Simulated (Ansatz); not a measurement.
System: SiO2 (P4₃2₁2, No. 96, 36 atoms in the cell; start mp-559872). Method: r²SCAN in Ansatz (plane waves, PAW).

Run with plane-wave cutoff 560 eV, 4×4×4 k mesh, Fermi–Dirac smearing 0.01 eV, scalar-relativistic PAW data made under PBE.

Cell (relaxed at this level):

```
O2Si
1.0
    7.52729     0.00000     0.00000
    0.00000     7.52729     0.00000
    0.00000     0.00000     8.64761
Si O
12 24
Direct
  0.91507   0.08493   0.25000
  0.41507   0.41507   0.00000
  0.08493   0.91507   0.75000
  0.58493   0.58493   0.50000
  0.38058   0.82516   0.99885
  0.67484   0.88058   0.74885
  0.61942   0.17484   0.49885
  0.32516   0.11942   0.24885
  0.88058   0.67484   0.25115
  0.17484   0.61942   0.50115
  0.11942   0.32516   0.75115
  0.82516   0.38058   0.00115
  0.37525   0.94249   0.15380
  0.55751   0.87525   0.90380
  0.62475   0.05751   0.65380
  0.44249   0.12475   0.40380
  0.87525   0.55751   0.09620
  0.05751   0.62475   0.34620
  0.12475   0.44249   0.59620
  0.94249   0.37525   0.84620
  0.38081   0.61639   0.45234
  0.88361   0.88081   0.20234
  0.61919   0.38361   0.95234
  0.11639   0.11919   0.70234
  0.88081   0.88361   0.79766
  0.38361   0.61919   0.04766
  0.11919   0.11639   0.29766
  0.61639   0.38081   0.54766
  0.79440   0.13602   0.39691
  0.36398   0.29440   0.14691
  0.20560   0.86398   0.89691
  0.63602   0.70560   0.64691
  0.29440   0.36398   0.85309
  0.86398   0.20560   0.10309
  0.70560   0.63602   0.35309
  0.13602   0.79440   0.60309
```

Question: What does this level give for the band gap and smallest direct gap on the k points sampled?

Answer: 
band gap: 6.36 eV (indirect)
smallest direct gap on the k points sampled: 6.40 eV

Static lattice: no zero-point or thermal effects.

The result took about 7 core-minutes (a rough figure).

A start named mp-… is a Materials Project structure, which need not be a measured phase.

Ansatz is a program for electronic structure.
